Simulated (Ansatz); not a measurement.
Start from PbTe in the zinc blende structure (space group F-43m, No. 216; a = 7.206 Å; a hypothetical phase, not in the database extracts checked).

One thing is altered: every Pb is replaced by Sn, then cell and atoms are relaxed.

Levels (all Ansatz, a first-principles code, PAW): PBEsol (420 eV, no spin-orbit coupling); r2SCAN (500 eV, without spin-orbit coupling).

The geometry is relaxed with PBEsol.

| Item | Value |
|---|---|
| PBEsol pressure | 0.0 GPa |

**Question.** Predict the pressure from r2SCAN.

**Answer.** The pressure goes from zero to 1.0 GPa.

Single points use the geometry relaxed with PBEsol. Their cutoffs differ, which shifts pressures a little. Stability against distortions was not tested. For SnTe in this form, whether it has been made was not checked. All final runs are without spin polarisation.
